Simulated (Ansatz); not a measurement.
Consider the following.

```
GaCuSe2
1.0
    5.72773     0.00000     0.00000
    0.00000     5.72773     0.00000
    2.86387    -2.86387     5.40949
Cu Ga Se
2 2 4
Direct
  0.25000   0.25000   0.50000
  0.00000   0.00000   0.00000
  0.75000   0.75000   0.50000
  0.50000   0.50000   0.00000
  0.37296   0.62500   0.75000
  0.87704   0.12500   0.75000
  0.12500   0.37296   0.25000
  0.62500   0.87704   0.25000
```

No spin polarisation.

Method: Ansatz (an electronic-structure program) r2SCAN, scalar-relativistic without spin-orbit coupling. Γ-centred 8×8×8 mesh, Fermi–Dirac width 0.05 eV.

Problem. Predict the gap character, hole mass and band gap.

Solution. 
- Gap character = direct at Γ
- Hole mass = 0.074 mₑ out of plane, 0.73 mₑ in plane (at Γ)
- Band gap = 0.48 eV

The cells carry an imposed strain or load. Effective masses come from finite differences of ±0.01 Å⁻¹. Stability against distortions was not tested. The final runs are not spin-polarised. The cell was made from GaCuSe$_{2}$ in the chalcopyrite structure (space group I-42d, No. 122) by this change: biaxial strain +2.13 %, plane normal [001], relaxed out of plane.
